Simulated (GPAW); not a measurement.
## Equation of state of cubic perovskite BaTiO3 (space group 221): energy against volume (GPAW, PBEsol)

```
BaTiO3
1.0
    3.88386     0.00000     0.00000
    0.00000     3.88386     0.00000
    0.00000     0.00000     3.88386
Ba Ti O
1 1 3
Direct
  0.00000   0.00000   0.00000
  0.50000   0.50000   0.50000
  0.50000   0.00000   0.50000
  0.00000   0.50000   0.50000
  0.50000   0.50000   0.00000
```

Method: PBEsol, GPAW PAW datasets PBEsol (made by gpaw-setup) (plane waves; GPAW). Settings: mode = pw; ecut = 1040 eV; xc = PBEsol; kpts = 8 8 8; mesh shift (steps) = 0 0 0; occupations.name = fermi-dirac; occupations.width = 0.01 eV; nbands = -8; convergence.density = 1e-05 e/electron; convergence.bands = -6; symmetry.symmorphic = false; symmetry.tolerance = 0.0005; maxiter = 150. The cell above is the first row's. The rows scale it uniformly. In all rows fractional positions and the k mesh are held. E is the free energy at the stated smearing, counted from the lowest row.

```
V (Å^3/atom)  E (meV/atom)
------------  ------------
11.717                   ?
11.972               21.61
12.227                7.76
12.481                0.80
12.736                0.00
12.991                4.71
13.245               14.39
13.500               28.44
13.755               46.42
```

Fit E of the 8 rows that show it with the third-order Birch-Murnaghan form, a cubic in V^(-2/3). With u = V^(-2/3) - 0.182, the rows have u = 0.009083, 0.006417, 0.003852, 0.001363, -0.001045, -0.003365, -0.005622, -0.007809. Least squares gives E = 2.028 - 2115.35·u + 463332·u² + 775738·u³. Residuals (row less fit): -0.011, 0.022, 0.001, -0.008, -0.034, 0.027, 0.013, -0.012; standard error 0.027 (degrees of freedom: 4). Its minimum lies at u = 0.002270, so V0 = (0.184270)^(-3/2) = 12.64. There d²E/du² = 937200 and d³E/du³ = 4654000, so B0 = (4/9) × 12.64^(-7/3) × 937200 × 0.160218 = 179 GPa (the last factor turns the table's units into GPa), and B0' = 4 + (2/3) × 0.184270 × (4654000)/937200 = 4.6. The program's pressures in the fitted runs (not shown) pass through zero at V = 12.64, 0.01 % from this V0.

Problem. What does the fit predict for E at V = 11.717, and how far is the calculated value from it?

Solution. u = 0.011845, so E = 2.028 - 2115.35 × 0.011845 + 463332 × 0.011845² + 775738 × 0.011845³ = 43.268 meV/atom. The calculation gives 43.16 meV/atom, 0.108 meV/atom below the prediction (0.2 % of the range of E in the table). The row lies outside the fitted rows, so this is an extrapolation. From the scatter of the fitted rows alone, a prediction at this place has a standard error of 0.079 meV/atom, so the miss is 1.4 times that.

Carrying the step between the two nearest rows on in a straight line would have given 35.46, off by 7.70; series whose last step already gives the withheld value aren't shown. The scan was laid around a cell of about the measured size, scaled by a guess for this functional. This is a high-temperature phase, held here by symmetry. The runs keep the symmetry of the cell, so they don't test it for distortions. Spin-orbit coupling is off. Cutoffs and mesh are single choices, not tested for convergence of this quantity. Series with a scatter that would blur these digits, or in which a gap closes, are not shown. Nor are scans whose minimum lies at an end fitted in this form.
